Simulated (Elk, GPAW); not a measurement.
A GPAW input for a self-consistent single point of BaIn3Pt (I4mm, 5 atoms in the cell) (DFT LDA (Perdew-Wang 92), plane waves, GPAW PAW datasets LDA (gpaw-data 1.0.1)):

```python
from ase import Atoms
from ase.units import GPa
from gpaw import GPAW, PW

atoms = Atoms(['Ba', 'In', 'In', 'In', 'Pt'],
              cell=[[-2.439161, 2.439161, 5.927279],
                    [2.439161, -2.439161, 5.927279],
                    [2.439161, 2.439161, -5.927279]],
              positions=[[-0.000000, 0.000000, 11.823499],
                         [0.000000, 2.439161, 2.822333],
                         [2.439161, 0.000000, 2.822333],
                         [-0.000000, 0.000000, 4.728783],
                         [-0.000000, 0.000000, 7.439565]],
              pbc=True)

calc = GPAW(mode=PW(600),
            xc='LDA',
            kpts=(5, 5, 5),
            occupations={'name': 'methfessel-paxton', 'width': 0.05, 'order': 0},
            nbands=-11,
            symmetry={'symmorphic': False, 'tolerance': 0.0005},
            maxiter=150,
            txt='-')

atoms.calc = calc

energy = atoms.get_potential_energy()
print('Energy (eV):', round(energy, 6))
forces = atoms.get_forces()
print('Forces (eV/Ang):')
print(forces.round(5))
stress = atoms.get_stress()
print('Stress (GPa, Voigt):', (stress / GPa).round(4))
```

### Question
Translate this input to Elk.

### Answer
One input that does it (others would too):

```
tasks
  0

xctype
  3

tforce
  .true.

rgkmax
  7.5

gmaxvr
  18.0

lmaxapw
  10

lmaxo
  8

nxlo
  2

lorbcnd
  .true.

lradstp
  2

nrmtscf
  2.0

rmtscf
  0.89

lmaxi
  4

stype
  0

swidth
  0.00183747

scale
  1.889726125

avec
   -2.4391610000    2.4391610000    5.9272790000
    2.4391610000   -2.4391610000    5.9272790000
    2.4391610000    2.4391610000   -5.9272790000

atoms
  3   : nspecies
  'Ba.in'   : spfname
  1   : natoms; atposl, bfcmt below
  0.9973800000  0.9973800000  0.0000000000    0.0 0.0 0.0
  'In.in'   : spfname
  3   : natoms; atposl, bfcmt below
  0.7380800000  0.2380800000  0.5000000000    0.0 0.0 0.0
  0.2380800000  0.7380800000  0.5000000000    0.0 0.0 0.0
  0.3989000000  0.3989000000  0.0000000000    0.0 0.0 0.0
  'Pt.in'   : spfname
  1   : natoms; atposl, bfcmt below
  0.6275700000  0.6275700000  0.0000000000    0.0 0.0 0.0

ngridk
  5 5 5
```

Basis, cutoffs, solver keys and any potentials are the target program's own. This input uses DFT, LDA (PW92), all-electron FP-LAPW, Elk's shipped species files, APW+lo basis with extra local orbitals. LDA parametrisations can differ slightly between programs.

The starting cell comes from a database of computed structures (which also holds hypothetical and non-ambient phases and stackings), without a prior relaxation at this level. Its lattice was rescaled by a random factor within 2.5 % of one.
